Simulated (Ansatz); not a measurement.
What tensor shear ε_xy = +1.14 % does to Sn

Take Sn in the diamond structure (space group Fd-3m, No. 227; a = 6.5402 Å; relaxed with 0.1 eV smearing) as the base. Axes: x, y, z lie along the cube axes.

Now apply this change: tensor shear ε_xy = +1.14 % (engineering shear γ = 0.0228), atoms relaxed at fixed cell.

The values are results of PBEsol (Ansatz, a program for electronic structure; PAW; 420 eV plane waves; no spin-orbit coupling), not measurements. Settings: 15×15×15 k-points, 0.1 eV Fermi–Dirac smearing.

- Volume per atom = 34.96 Å³ (base 34.97 Å³)
- Space group = Imma (No. 74) (base Fd-3m (No. 227))
- Shortest interatomic distance = 2.825 Å (base 2.832 Å)
- Energy relative to the base (free energy F) = +1.5 meV/atom
- Pressure (mean of the normal stresses, compression positive) = 0.0 GPa (base 0.0 GPa)
- Band gap = zero (base zero)
- Stress (xx, yy, zz, yz, xz, xy; compression positive) = (0.0, 0.0, 0.0, 0.0, 0.0, -0.6) GPa

Final structure:

```
CELL_PARAMETERS angstrom
      0.03728     3.27009     3.27009
      3.27009     0.03728     3.27009
      3.30737     3.30737     0.00000
ATOMIC_POSITIONS crystal
  Sn 0.00194 0.00194 0.99806
  Sn 0.24806 0.24806 0.25194
```

The cells carry an imposed strain or load. Whether these cells are dynamically stable was not tested.
